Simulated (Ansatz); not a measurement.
Worked example: self-consistent single point of InSe (P6_3/mmc, 8 atoms in the cell) in Ansatz (a quantum-chemistry and plane-wave program).

Method of the run: PBE, PAW files (plane waves; Ansatz).

The change in words: lattice scaled by 0.985; basis.ecutwfc: 420 eV → 250 eV. Reference geometry:
```
InSe
1.0
    4.11812     0.00000     0.00000
   -2.05906     3.56640     0.00000
    0.00000     0.00000    17.75784
In Se
4 4
Cartesian
  0.00000   2.37760   5.86541
  2.05906   1.18880  11.89242
  2.05906   1.18880  14.74433
  0.00000   2.37760   3.01351
  0.00000   2.37760  10.60711
  2.05906   1.18880   7.15073
  2.05906   1.18880   1.72819
  0.00000   2.37760  16.02965
```

Reference input (self-consistent single point, DFT, PBE, plane waves, PAW files): basis.ecutwfc = 420 eV; kpoints.mp_grid.grid = 5 5 1; hamiltonian.xc = pbe; hamiltonian.pseudopotentials = {kind: paw} (the program's default PAW files); scf.occupations.method = fermi_dirac; scf.occupations.width = 0.01 eV. This run's input differs from it in these lines:

Ansatz 0.2 input:
```diff
@@ -3,5 +3,5 @@
   lattice:
-    - [4.118119, 0.000000, 0.000000]
-    - [-2.059059, 3.566396, 0.000000]
-    - [0.000000, 0.000000, 17.757838]
+    - [4.056347, 0.000000, 0.000000]
+    - [-2.028173, 3.512900, 0.000000]
+    - [0.000000, 0.000000, 17.491470]
   atoms:
@@ -16,3 +16,3 @@
 basis:
-  ecutwfc: 420.0
+  ecutwfc: 250.0
 kpoints:
```

Output, abridged:

```
SCF iter   1: F=—  HF=-44272.914189 eV  |F-HF|=—  |Δ(HF+E_count)|=         —  Δρ=4.34e-2  dr2=2.68e1  ethr=3.10e-3  ⟨swp⟩=6.0  Hψ=1209  notcnv=0
all-band conjugate gradients solve this SCF's bands
preconditioner: auto → Resta (q_TF=auto, 2.402 Å⁻¹)
SCF iter   2: F=—  HF=-44268.308882 eV  |F-HF|=—  |Δ(HF+E_count)|=    4.61e0  Δρ=1.78e-2  dr2=1.17e0  ethr=3.10e-3  ⟨swp⟩=3.2  Hψ=745  notcnv=0  defer=35
   [... lines left out ...]
SCF iter   6: F=—  HF=-44268.024318 eV  |F-HF|=—  |Δ(HF+E_count)|=   1.29e-3  Δρ=1.61e-4  dr2=2.69e-4  ethr=7.83e-7  ⟨swp⟩=2.2  Hψ=617  notcnv=0  defer=35
SCF iter   7: F=—  HF=-44268.024382 eV  |F-HF|=—  |Δ(HF+E_count)|=   6.33e-5  Δρ=3.25e-5  dr2=7.44e-6  ethr=2.32e-7  ⟨swp⟩=2.0  Hψ=412  notcnv=0  defer=35
SCF iter   8: F=—  HF=-44268.024378 eV  |F-HF|=—  |Δ(HF+E_count)|=   3.15e-6  Δρ=1.19e-5  dr2=7.75e-7  ethr=6.42e-9  ⟨swp⟩=3.2  Hψ=677  notcnv=0  defer=35
SCF iter   9: F=-44268.024380 eV  HF=-44268.024379 eV  |F-HF|=4.68e-8  |Δ(HF+E_count)|=   9.80e-7  Δρ=4.31e-6  dr2=5.52e-8  ethr=8.62e-11  ⟨swp⟩=10.8  Hψ=1654  notcnv=0
SCF 1 converged in 9 iterations: F = -44268.024380 eV  dr2 = 5.52e-8
Free energy (F): -44268.024380 eV
Internal energy: -44268.024380 eV  (E = F + TS)
E sigma→0 (E₀):  -44268.024380 eV
Fermi energy:    6.484418 eV
--- Forces (eV/Å), atoms counted from 1 ---
  atom   1  In    -0.00000000    -0.00000000    -0.02035165
  atom   2  In     0.00000000     0.00000000     0.02035165
  atom   3  In     0.00000000     0.00000000    -0.02035165
  atom   4  In    -0.00000000    -0.00000000     0.02035165
  atom   5  Se    -0.00000000    -0.00000000    -0.11085181
  atom   6  Se     0.00000000     0.00000000     0.11085181
  atom   7  Se     0.00000000     0.00000000    -0.11085181
  atom   8  Se    -0.00000000    -0.00000000     0.11085181
--- Stress (GPa, compression-positive) ---
        1.070500      -0.000000       0.000000
       -0.000000       1.070500       0.000000
        0.000000       0.000000       1.188798
  P = ⅓ Tr σ = 1.1099 GPa (11.099 kbar)
  The stress holds the Pulay correction. Without it, at fixed plane waves, as pw.x and ABINIT print it: P = -19.4240 GPa
```

The run converged in 9 iterations. Against the reference run the free energy goes up by 514 meV/atom, the pressure goes from -0.79 to 1.11 GPa, the largest force goes from 0.208 to 0.111 eV/Å and the gap on the mesh goes from 0.397 to 0.482 eV.

The starting cell comes from a database of computed structures (which also holds hypothetical and non-ambient phases and stackings), without a prior relaxation at this level. Its lattice was rescaled by a random factor within 2.5 % of one. For this run, on top of that: lattice scaled by 0.985. Ansatz's pressure includes its estimate of the finite-basis (Pulay) stress. Without the estimate this run gives -19.42 GPa. The cutoff lies below the one recommended for these files.
